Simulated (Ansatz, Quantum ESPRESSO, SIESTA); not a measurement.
**One structure in several programs: CaO (Fm-3m, 2 atoms in the cell)**

Relaxation of cell and atoms.

```
CaO
1.0
    0.00000     2.35428     2.35428
    2.35428     0.00000     2.35428
    2.35428     2.35428     0.00000
Ca O
1 1
Direct
  0.00000   0.00000   0.00000
  0.50000   0.50000   0.50000
```

Shared settings, as Ansatz (a quantum-chemistry and plane-wave program) writes them: kpoints.mp_grid.grid = 12 12 12; scf.occupations.method = fermi_dirac; scf.occupations.width = 0.02 eV. Potentials and cutoffs stand in the table.

| code | model | final volume (Å³/atom) | gap on the mesh (eV) | cutoff |
|---|---|---|---|---|
| Ansatz | PBE, PAW files | 14.09 | 3.658 | 420 eV |
| SIESTA | GGA PBE, numerical atomic orbitals TZP, PseudoDojo PBE standard norm-conserving potentials (rewritten from UPF to PSML) | 15.21 | 3.249 | grid 350 Ry |
| Quantum ESPRESSO | PBE, SSSP 1.1.2 efficiency (PBE) pseudopotentials | 14.08 | 3.656 | 55 Ry |

Gaps are read on the mesh.

The spread over the programs that give each value: final volume within 1.13 Å³/atom; gap on the mesh within 0.409 eV.

SIESTA uses small atom-centred bases, whose incompleteness enters pressures, forces and empty levels differently from a plane-wave cutoff. The programs treat the finite-basis stress differently while the cell relaxes: Ansatz adds an estimate of it.

The starting cell comes from a database of computed structures (which also holds hypothetical and non-ambient phases and stackings), without a prior relaxation at this level. Its lattice was rescaled by a random factor within 2.5 % of one.

Left out of this page: GPAW (not drawn, or without a comparable value).

Keys are those of Ansatz 0.2.
